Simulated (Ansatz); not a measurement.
Predicting one run from its neighbours: the energy against the vacuum, the (001) slab of Al (cut from a parent of space group no. 225; 4 atoms in the cell)

```xyz
4
Lattice="2.8724 0.0000 0.0000 -2.8724 2.8724 0.0000 0.0000 0.0000 36.0933" Properties=species:S:1:pos:R:3 pbc="T T T"
Al     0.0000     0.0000    17.0311
Al    -1.4362     1.4362    15.0000
Al     0.0000     0.0000    21.0933
Al    -1.4362     1.4362    19.0622
```

Level of theory: PBEsol, default PAW files made with PBE (plane waves; Ansatz, an electronic-structure program).

Base settings: basis.ecutwfc = 30.9 Ry; kpoints.mp_grid.grid = 15 15 1; hamiltonian.xc = pbesol; hamiltonian.pseudopotentials = {kind: paw} (the program's default PAW files); scf.occupations.method = gaussian; scf.occupations.width = 0.0073 Ry.

The last step of the ladder, which sets the zero, is vacuum between outermost atoms (Å) = 30.0.

The starting cell has typed, rounded lattice constants, without a prior relaxation at this level. The slab is cut from that crystal, and its faces are unrelaxed. Its lattice was rescaled by up to half a per cent.

The differences are negative here: closer images bind.

An empirical form: the interaction of two facing surfaces decays exponentially with the gap, by the tails of the wave functions or, on ionic faces, by the in-plane pattern of charges: ln|ΔF| = a + b·d. One k-point is taken across the vacuum.

```
vacuum (Å)  size of F less the last step's (meV/atom)  ln of it
----------  -----------------------------------------  --------
3.0                                            112.97     4.727
4.0                                                 ?         ?
5.0                                             22.73     3.124
6.0                                              8.56     2.147
7.0                                              3.13     1.141
```

Problem. Fit the line to the 4 rows given and predict the withheld one.

Solution. Means: x̄ = 5.2500, ȳ = 2.7848. Σ(x − x̄)(y − ȳ) = -7.810 and Σ(x − x̄)² = 8.750, so b = -0.8925 and a = ȳ − b·x̄ = 7.4704; the decay length is 1.12 Å. The largest residual of the fitted rows is 0.12. At x = 4.0 the line gives 3.900, that is 49.4 meV/atom. The run gave 54.62 meV/atom, a miss of 5.22 meV/atom (10 %). The table is a window of a longer ladder. The rows were chosen because the form fits them, the withheld one included, so this shows the method and is no test of the form.

Left out of this page: 7 runs of the series outside the window shown, repeating another row's setting, or not comparable.

Keys are those of Ansatz 0.2.
